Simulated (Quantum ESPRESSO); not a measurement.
Quantum ESPRESSO is run on BaYMg₁₄ (Amm2, 16 atoms in the cell), and the run fails. The aim is a self-consistent single point with DFT, PBEsol, plane waves, SSSP 1.1.2 efficiency (PBE) pseudopotentials.

Cell that was meant: a = 10.6540 Å, b = 6.6824 Å, c = 6.6824 Å, α = 59.96°, β = 90.00°, γ = 90.00°.

Part of the input:

```fortran
&CONTROL
 calculation = 'static'
 prefix = 'run'
 outdir = './work'
 pseudo_dir = './'
```

The program printed (abridged):

```
     This program is part of the open-source Quantum ESPRESSO suite
     for quantum simulation of materials; please cite

 %%%%%%%%%%%%%%%%%%%%%%%%%%%%%%%%%%%%%%%%%%%%%%%%%%%%%%%%%%%%%%%%%%%%%%%%%%%%%%
     Error in routine  control_checkin (1):
      calculation "static" not allowed
 %%%%%%%%%%%%%%%%%%%%%%%%%%%%%%%%%%%%%%%%%%%%%%%%%%%%%%%%%%%%%%%%%%%%%%%%%%%%%%

     stopping ...
```

### Question
From the messages shown, name the fault and mend the input.

### Answer
The fault is a value that the program does not know. The key takes a closed list of words, and names differ between codes. To fix it, use one of the words that the key accepts. The program stopped before any SCF iteration.

An input that runs soundly differs in these lines (not the only fix; some lines may just follow from the change or write a value another way):
```diff
- calculation = 'static'
+ calculation = 'scf'
```

With that input, the run converged in 19 iterations: free energy E − TS -13273.3489 eV; Fermi level (on the code's own zero) 4.32 eV; pressure -0.89 GPa; largest force (vector length) 0.064 eV/Å (DFT, PBEsol, plane waves, SSSP 1.1.2 efficiency (PBE) pseudopotentials).

On the sound input: the starting cell comes from a database of computed structures (which also holds hypothetical and non-ambient phases and stackings), without a prior relaxation at this level.
